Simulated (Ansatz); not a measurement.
**Pressure series in CaO**

Base system: CaO in the rock salt structure (space group Fm-3m, No. 225; a = 4.795 Å).

Cell and atoms are relaxed at each pressure.

Calculations: Ansatz (an electronic-structure program), r2SCAN, PAW, cutoff 500 eV, no spin-orbit coupling.

```csv
variant,lattice parameter a,smallest direct gap
base,4.795 Å,4.57 eV
pressure −2 GPa,4.823 Å,4.58 eV
pressure −1 GPa,4.809 Å,4.58 eV
pressure 1.8 GPa,[?],4.57 eV
pressure 4.2 GPa,4.742 Å,4.55 eV
pressure 9 GPa,4.689 Å,4.53 eV
pressure 18 GPa,4.608 Å,4.46 eV
pressure 30 GPa,4.522 Å,4.37 eV
pressure 45 GPa,4.437 Å,4.24 eV
pressure 60 GPa,4.368 Å,4.11 eV
```

Question: What belongs in the blanks?

Answer: 
- pressure 1.8 GPa, lattice parameter a: 4.771 Å

Load acts through the strain it causes; cell and atoms are relaxed under it. Stability against distortions was not tested. No other phases were tried under pressure.
